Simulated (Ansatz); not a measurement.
LiF: isotropic strain −0.50 %

Consider LiF in the rock salt structure (space group Fm-3m, No. 225; a = 4.0680 Å).

Modification: every lattice vector is shortened by 0.50 %, atoms relaxed at fixed cell.

Calculations: plane-wave PAW DFT at the PBE level (Ansatz, a program for electronic structure, 420 eV), no SOC. Γ-centred 14×14×14 mesh, Fermi–Dirac width 0.05 eV.

| quantity | base | changed | shift |
|---|---|---|---|
| volume per atom | 8.42 Å³ | 8.29 Å³ | -0.13 Å³ |
| space group | Fm-3m (No. 225) | Fm-3m (No. 225) | – |
| shortest interatomic distance | 2.034 Å | 2.024 Å | -0.010 Å |
| energy relative to the base (free energy F) | 0 meV/atom | +0.4 meV/atom | +0.4 meV/atom |
| pressure | 0.00 GPa | 1.04 GPa | +1.04 GPa |
| band gap | 8.83 eV | 8.96 eV | +0.13 eV |
| gap character | direct at Γ | direct at Γ | – |
| mean gap deformation potential ΔEg/Δln V | – | -8.6 eV | – |
| electron mass | 0.86 mₑ (at Γ) | 0.87 mₑ (at Γ) | – |

Effective masses come from finite differences of ±0.01 Å⁻¹. No phonon test of stability was made.
